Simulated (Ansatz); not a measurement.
The cell is made up: elements placed on another compound's structure type, so the phase may be hypothetical.

Inside the gap of an insulator the Bloch states are evanescent, with a wavenumber k + iκ along the transport direction.

```yaml
crystal:
  lattice:
    - [3.83526, 0.00000, 0.00000]
    - [0.00000, 6.52841, 0.00000]
    - [0.00000, 0.00000, 6.52841]
  atoms:
    - { symbol: Zn, position: [0.00000, 0.67506, 0.32494] }
    - { symbol: Zn, position: [0.00000, 0.32494, 0.67506] }
    - { symbol: Zn, position: [0.50000, 0.82494, 0.82494] }
    - { symbol: Zn, position: [0.50000, 0.17506, 0.17506] }
    - { symbol: S, position: [0.00000, 0.31278, 0.31278] }
    - { symbol: S, position: [0.00000, 0.68722, 0.68722] }
    - { symbol: S, position: [0.50000, 0.81278, 0.18722] }
    - { symbol: S, position: [0.50000, 0.18722, 0.81278] }
```

Space group of this cell: P4_2/mnm. The cell was relaxed by PBE-D3(BJ).

Transport runs along the normal of the first two printed cell vectors.

The gap is the functional's own. No spin-orbit coupling. Mid-gap values are interpolated on the energy grid.

Task: Compute, with r2SCAN in Ansatz (a first-principles code), the band gap and the smallest decay constant κ at mid-gap.

Result: Gap 2.87 eV on a 8×6×6 mesh; κ = 0.196 1/Å, at the zone centre.
